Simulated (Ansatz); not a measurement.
By hand: formation energy of the neutral Be_Al in AlN (wurtzite, P6₃mc)

This concerns the formation energy of the neutral Be_Al in AlN (wurtzite, P6₃mc). Reaction: Be (hcp) + 36 AlN (wurtzite) → cell A + Al (fcc).

A: a supercell of 72 sites of AlN (wurtzite, P6₃mc) with Be on an Al site (4 N at 1.82–1.94 Å); partly filled levels (a metallic host or states in the gap) with PBE; an odd number of electrons; spin state with PBE: no moments.

Setting: static, neutral cells in Ansatz (PAW) whose structures rest at the PBE level. Ansatz (a program for electronic structure) runs with its default PAW set. Other levels take these structures. The lattices are those relaxed with PBE, so at other levels the solids can be strained, which adds to the spread. Larger cells are relaxed from a start prepared with the learned potential CHGNet, on a coarser mesh till forces fall under 0.03 eV/Å, which some starts already meet. A dispersion term (D3(BJ), or D4 for r2SCAN) was computed beside these levels and is taken off wherever the name lacks it. Mesh and cell size may move defect energies by 0.1 eV or more. The value holds for the reservoirs listed; other chemical potentials shift it.

Total energies of the cells in eV, at zero smearing width. They compare only within one column; the weights balance every element.

```tsv
cell	atoms	weight	PBE	r2SCAN+D4
A: AlN:Be_Al	72	+1	-32825.17724	-32982.39490
Al (fcc)	1	+1	-537.50370	-540.52430
Be (hcp)	2	−1/2	-185.52910	-186.76431
AlN (wurtzite)	72	−1	-33273.14154	-33433.34890
```

PBE: (-32825.17724) + (-537.50370) − 1/2 × (-185.52910) − (-33273.14154) = 3.225 eV.

r2SCAN+D4: (-32982.39490) + (-540.52430) − 1/2 × (-186.76431) − (-33433.34890) = 3.812 eV.

What follows from the PBE value: The value above is the Al-rich limit, with Al (fcc) as reservoir. The host forms with -1.37 eV/atom at this level, so before it gives way to its other element Δμ(Al) can go down to -1.37 × 2 = -2.74 eV (other compounds may narrow the range). The defect releases 1 Al, so the Al-poor limit is 3.23 + 1 × (-2.74) = 0.49 eV.

With the reservoirs of the reaction as written, and without entropy terms or charged states, the share of sites that hold the defect in equilibrium is exp(−3.23 eV/k_BT) = 5.3×10^-17 at 1000 K.
